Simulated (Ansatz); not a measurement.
The parent structure is Al₂O₃ in the corundum structure (space group R-3c, No. 167; a = 4.808 Å, c = 13.122 Å (hexagonal axes)).

Calculations: PBE/PAW in Ansatz (an electronic-structure program), spin-orbit coupling left out, earlier PAW set.

Base values:

```
Property            Result
-------------  -----------
Gap character  direct at Γ
Band gap           5.86 eV
```

The change: every lattice vector is stretched by 0.61 %; the atoms relax in the strained cell.

**Question.** How does this affect the gap character and band gap?

**Answer.** The gap character stays direct at Γ; the band gap decreases by 0.22 eV (5.86 eV → 5.64 eV).

Stability against distortions was not tested.
